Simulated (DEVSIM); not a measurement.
Device: illuminated Ge n-on-p cell, one wavelength, at 300 K.

```
layer (left to right)  material  thickness (μm)  Nd (cm⁻³)  Na (cm⁻³)  τn (s)  τp (s)  absorption coefficient (cm⁻¹)
---------------------  --------  --------------  ---------  ---------  ------  ------  -----------------------------
1                            Ge           0.760     1.6e18          -  1.3e-5  2.9e-7                            310
2                            Ge            23.0          -     5.3e16  5.3e-5  5.3e-5                            310
```

Left contact: ohmic, minority hole recombination velocity 30000 cm/s. Right contact: ohmic, minority electron recombination velocity 3e6 cm/s. Voltage is applied to the left contact. Recombination: SRH at mid-gap, radiative, Auger. Light enters at the left, 1.1e17 photons cm⁻² s⁻¹, one pass, no reflection. Mobility is μmin + (μ − μmin)/(1 + (N/Nref)^α).

The device is made up for the run: typed textbook-type constants, with dimensions and the other settings drawn at random. Values at 300 K.

```
parameter           Ge
-------------  -------
gap (eV)         0.664
affinity (eV)        4
permittivity        16
Nc (cm⁻³)      1.04e19
Nv (cm⁻³)         6e18
μn (cm²/Vs)       3900
μp (cm²/Vs)       1900
μn,min             150
μp,min             100
Nref,n          2.6e17
Nref,p            4e17
αn                0.56
αp                 0.6
B (cm³/s)      6.4e-14
Cn (cm⁶/s)       1e-31
Cp (cm⁶/s)       1e-31
```

DEVSIM, 1D drift-diffusion, Boltzmann statistics, complete ionisation; no tunnelling, impact ionisation, image-force lowering or self-heating.

Q: Give the current under light (generator sign).

A: 
```tsv
V (V)	J (mA/cm²)
0.00	5.36
0.02	5.31
0.04	5.20
0.06	4.96
0.08	4.45
0.10	3.35
0.12	0.970
0.14	-4.19
```
